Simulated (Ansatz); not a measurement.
Consider CdSe in the wurtzite structure (space group P6_3mc, No. 186; a = 4.383 Å, c = 7.154 Å). Axes: x lies along a and z along c of the hexagonal cell.

(Cell as relaxed with PBE.)

Levels (all Ansatz, a program for electronic structure, PAW): PBE (420 eV, no spin-orbit coupling); r2SCAN (500 eV, no SOC).

Each level relaxes its own structure.

```csv
base,PBE,r2SCAN
volume per atom,29.75 Å³,28.86 Å³
lattice parameter a,4.383 Å,4.340 Å
band gap,0.54 eV,1.11 eV
```

One thing is altered: biaxial strain −2.15 %, plane normal [001], relaxed out of plane (Cartesian); in-plane vectors clamped, the third vector and the atoms free.

| quantity | PBE | r2SCAN |
|---|---|---|
| ratio −ε⊥/ε∥ | 0.84 | (withheld) |
| band gap | 0.51 eV | (withheld) |
| pressure (mean of the normal stresses, compression positive) | 1.15 GPa | (withheld) |

Problem. Predict the r2SCAN column.

Solution. 
- ratio −ε⊥/ε∥, r2SCAN: 0.91
- band gap, r2SCAN: 1.05 eV
- pressure (mean of the normal stresses, compression positive), r2SCAN: 1.22 GPa

PBE's ratio −ε⊥/ε∥ lies 0.07 below r2SCAN's; PBE's band gap lies 0.54 eV below r2SCAN's; PBE's pressure lies 0.07 GPa below r2SCAN's. Neither level is exact; r2SCAN is the comparison here, not a measurement.

Whether these cells are dynamically stable was not tested.
